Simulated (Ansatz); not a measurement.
The starting structures come from a database of crystals and need not be the phases stable at ambient conditions.

Evanescent states of LaAgO₂ (R-3m, not sure to be the ambient phase, 4 atoms a cell, 19.4 Å³ an atom) along the normal of (001)

All values below come from r2SCAN (plane waves, PAW; Ansatz, a program for electronic structure).

The gap is the functional's own, uncorrected, and κ follows it; spin-orbit coupling is left out. Mid-gap values are interpolated between the computed energies.

Energies count from the valence-band top; κ is the least over a 12×12 mesh across the current.

```json
[
 {"E (eV)": "0.08", "κ (1/Å)": "0.147", "where": "off Γ"},
 {"E (eV)": "0.24", "κ (1/Å)": "0.244", "where": "Γ"},
 {"E (eV)": "0.40", "κ (1/Å)": "0.296", "where": "Γ"},
 {"E (eV)": "0.56", "κ (1/Å)": "0.338", "where": "Γ"},
 {"E (eV)": "0.72", "κ (1/Å)": "0.366", "where": "off Γ"},
 {"E (eV)": "0.88", "κ (1/Å)": "0.381", "where": "off Γ"},
 {"E (eV)": "1.04", "κ (1/Å)": "0.393", "where": "off Γ"},
 {"E (eV)": "1.20", "κ (1/Å)": "0.395", "where": "Γ"},
 {"E (eV)": "1.36", "κ (1/Å)": "0.391", "where": "Γ"},
 {"E (eV)": "1.52", "κ (1/Å)": "0.385", "where": "Γ"},
 {"E (eV)": "1.68", "κ (1/Å)": "0.378", "where": "Γ"},
 {"E (eV)": "1.84", "κ (1/Å)": "0.369", "where": "Γ"},
 {"E (eV)": "2.00", "κ (1/Å)": "0.358", "where": "Γ"},
 {"E (eV)": "2.16", "κ (1/Å)": "0.345", "where": "Γ"},
 {"E (eV)": "2.32", "κ (1/Å)": "0.329", "where": "Γ"},
 {"E (eV)": "2.48", "κ (1/Å)": "0.310", "where": "Γ"},
 {"E (eV)": "2.64", "κ (1/Å)": "0.287", "where": "Γ"},
 {"E (eV)": "2.80", "κ (1/Å)": "0.259", "where": "Γ"},
 {"E (eV)": "2.96", "κ (1/Å)": "0.222", "where": "Γ"},
 {"E (eV)": "3.12", "κ (1/Å)": "0.171", "where": "Γ"},
 {"E (eV)": "3.28", "κ (1/Å)": "0.082", "where": "Γ"}
]
```

Q: How thick must the barrier be to attenuate the transmission by 10^4 when the electrodes' Fermi level lies at 0.72 eV, and what attenuation does that film give at 2.32 eV?

A: d = 4 ln 10 / (2 × 0.366) = 12.6 Å. At 2.32 eV it gives 4 × 0.329/0.366 = 3.6 decades.
